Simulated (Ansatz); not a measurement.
Input and output of a self-consistent single point for Sn (I4_1/amd, 2 atoms in the cell) (Ansatz, a program for electronic structure).

Method: PBE, PAW files (plane waves; Ansatz).

The change in words: lattice scaled by 0.98. Reference geometry:
```
Sn
1.0
   -2.94984     2.94984     1.60458
    2.94984    -2.94984     1.60458
    2.94984     2.94984    -1.60458
Sn
2
Direct
  0.75000   0.25000   0.50000
  0.00000   0.00000   0.00000
```

Reference input (self-consistent single point, DFT, PBE, plane waves, PAW files): kpoints.mp_grid.grid = 9 9 9; hamiltonian.xc = pbe; hamiltonian.pseudopotentials = {kind: paw} (the program's default PAW files); scf.occupations.method = fermi_dirac; scf.occupations.width = 0.136 eV. This run's input differs from it in these lines:

```diff
@@ -2,5 +2,5 @@
   lattice:
-    - [-2.949842, 2.949842, 1.604578]
-    - [2.949842, -2.949842, 1.604578]
-    - [2.949842, 2.949842, -1.604578]
+    - [-2.890845, 2.890845, 1.572486]
+    - [2.890845, -2.890845, 1.572486]
+    - [2.890845, 2.890845, -1.572486]
   atoms:
```

Output (repeated stretches shortened):

```
SCF iter   1: F=—  HF=-12048.470452 eV  |F-HF|=—  |Δ(HF+E_count)|=         —  Δρ=1.46e-2  dr2=9.84e-2  ethr=3.10e-3  ⟨swp⟩=5.9  Hψ=6943  notcnv=0
all-band conjugate gradients solve this SCF's bands
preconditioner: auto → Kerker (q_TF=auto, 2.456 Å⁻¹)
SCF iter   2: F=—  HF=-12048.460346 eV  |F-HF|=—  |Δ(HF+E_count)|=   1.01e-2  Δρ=9.59e-3  dr2=3.98e-2  ethr=3.51e-4  ⟨swp⟩=1.0  Hψ=1957  notcnv=0
SCF iter   3: F=—  HF=-12048.460453 eV  |F-HF|=—  |Δ(HF+E_count)|=   1.07e-4  Δρ=1.33e-3  dr2=6.59e-4  ethr=1.42e-4  ⟨swp⟩=2.0  Hψ=2406  notcnv=0
SCF iter   4: F=—  HF=-12048.460650 eV  |F-HF|=—  |Δ(HF+E_count)|=   1.96e-4  Δρ=2.01e-4  dr2=1.54e-5  ethr=2.35e-6  ⟨swp⟩=2.0  Hψ=1658  notcnv=0
SCF iter   5: F=—  HF=-12048.460674 eV  |F-HF|=—  |Δ(HF+E_count)|=   2.39e-5  Δρ=8.56e-5  dr2=4.36e-6  ethr=5.49e-8  ⟨swp⟩=2.0  Hψ=2409  notcnv=0
SCF iter   6: F=—  HF=-12048.460671 eV  |F-HF|=—  |Δ(HF+E_count)|=   2.50e-6  Δρ=1.74e-5  dr2=2.82e-7  ethr=1.56e-8  ⟨swp⟩=2.0  Hψ=2392  notcnv=0
SCF iter   7: F=-12048.460671 eV  HF=-12048.460671 eV  |F-HF|=2.69e-9  |Δ(HF+E_count)|=   2.00e-8  Δρ=3.74e-6  dr2=7.09e-9  ethr=3.57e-10  ⟨swp⟩=6.0  Hψ=6320  notcnv=0
SCF 1 converged in 7 iterations: F = -12048.460671 eV  dr2 = 7.09e-9
Free energy (F): -12048.460671 eV
Internal energy: -12048.405816 eV  (E = F + TS)
E sigma→0 (E₀):  -12048.433243 eV
Entropy (-TS):   -0.054855 eV (-27.428 meV/atom)
Fermi energy:    11.298920 eV
--- Forces (eV/Å), atoms counted from 1 ---
  atom   1  Sn     0.00000000     0.00000000     0.00000000
  atom   2  Sn    -0.00000000     0.00000000    -0.00000000
--- Stress (GPa, compression-positive) ---
        4.765572       0.000000       0.000000
        0.000000       4.765572      -0.000000
        0.000000      -0.000000       4.154214
  P = ⅓ Tr σ = 4.5618 GPa (45.618 kbar)
  The stress holds the Pulay correction. Without it, at fixed plane waves, as pw.x and ABINIT print it: P = 4.5510 GPa
```

The run converged in 7 iterations. Against the reference run the free energy goes up by 27.3 meV/atom and the pressure goes from 0.96 to 4.56 GPa.

The starting cell comes from a database of computed structures (which also holds hypothetical and non-ambient phases and stackings), without a prior relaxation at this level. Its lattice was rescaled by a random factor within 2.5 % of one. For this run, on top of that: lattice scaled by 0.98. With a pressure of about 5 GPa the cell is away from its equilibrium volume at this level. Ansatz's pressure includes its estimate of the finite-basis (Pulay) stress.

Keys are those of Ansatz 0.2.
